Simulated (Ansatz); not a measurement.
# CsPbBr3: uniaxial strain ε_zz = +1.20 %

Take CsPbBr₃ in the cubic perovskite structure (space group Pm-3m, No. 221; a = 5.872 Å) as the base. Axes: x, y, z lie along the cube axes.

It is then changed as follows: uniaxial strain ε_zz = +1.20 %, all other strain components held at zero, atoms relaxed at fixed cell.

Method: DFT with PBEsol, PAW potentials and a 420 eV plane-wave cutoff in Ansatz (a quantum-chemistry and plane-wave program), no SOC. Γ-centred 6×6×6 mesh, Fermi–Dirac width 0.05 eV.

* **Space group**: P4/mmm (No. 123) (base Pm-3m (No. 221))
* **Energy relative to the base (free energy F)**: +0.9 meV/atom
* **Band gap**: 1.42 eV (base 1.43 eV)
* **Gap character**: direct at A
* **Electron mass**: 0.081 mₑ along z, 0.74 mₑ across (at R)
* **Hole mass**: 0.15 mₑ along z, 0.14 mₑ across (at R) (base 0.13 mₑ (at R))
* **Stress (xx, yy, zz, yz, xz, xy; compression positive)**: (-0.07, -0.07, -0.58, 0.00, 0.00, 0.00) GPa

Spin-orbit coupling, missing from the scalar runs, can matter with Pb. Effective masses come from finite differences of ±0.01 Å⁻¹. Stability against distortions was not tested. Many cubic perovskites are stable only at high temperature; tilts and polar distortions were not tested. This is not the structure that CsPbBr3 has at room temperature and ambient pressure. k-point labels follow each cell's own Brillouin zone.
